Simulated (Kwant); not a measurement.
System: circular cavity between two wires in a InAs two-dimensional gas. Effective mass 0.023 mₑ, grid spacing 25 nm, hard walls, nominal width 300 nm (11 grid rows, so walls 300 nm apart), one parabolic valley, scattering region 1700 nm long along x; energies count from the band bottom; Fermi energy 0.0012 eV. Cavity of radius 360 nm, straight part 0 nm, centre moved sideways by 0 nm. Perpendicular field swept from 0 to 0.064 T, none in the leads; orbital effect alone.

The device is made up for the run: typed textbook-type constants, with dimensions and the other settings drawn at random.

Model: effective-mass tight-binding model on a square grid, one spin, coherent transport at 0 K (Kwant). Conductance is in e²/h.

Density of the scattering states that come in from the left lead, at field = 0.03236 T, in bins, relative to the largest site value (x marks bins outside the device):

```
|xxxxxxxxxxxxxxxxxx000122110xxxxxxxxxxxxxxxxx|
|xxxxxxxxxxxxxxxxx0001134442xxxxxxxxxxxxxxxxx|
|xxxxxxxxxxxxxxxx0000001234420xxxxxxxxxxxxxxx|
|xxxxxxxxxxxxxx0011001111114630xxxxxxxxxxxxxx|
|xxxxxxxxxxxxxx0111002347511441xxxxxxxxxxxxxx|
|xxxxxxxxxxxxxx12110022499411320xxxxxxxxxxxxx|
|xxxxxxxxxxxxx132011011168610131xxxxxxxxxxxxx|
|01322233211115730320342123211331000000000000|
|14764567534435621530597300221122111122222211|
|15754567535622412630487521121001111222222221|
|04522333315621212630221342111100001111111110|
|03411223214622422630232442012221000000000000|
|14632334325634622530487521112222110000000001|
|24643345435534632530597300222112221100000111|
|12321122222212543420242023333100111000000001|
|xxxxxxxxxxxxx046421000148623640xxxxxxxxxxxxx|
|xxxxxxxxxxxxxx26521111379515840xxxxxxxxxxxxx|
|xxxxxxxxxxxxxx1552222246633782xxxxxxxxxxxxxx|
|xxxxxxxxxxxxxx0133432222357851xxxxxxxxxxxxxx|
|xxxxxxxxxxxxxxxx0233245457631xxxxxxxxxxxxxxx|
|xxxxxxxxxxxxxxxxx0123687652xxxxxxxxxxxxxxxxx|
|xxxxxxxxxxxxxxxxxx001343210xxxxxxxxxxxxxxxxx|
```
Scale: ten equal steps from 0.002 (start of '0') to 0.954 (end of '9'), in the order '0123456789'; x runs from -806 to 806, y from -334 (bottom) to 334 (top).

The conductance there is 0.91 e²/h with 2 open channel(s) in the leads.
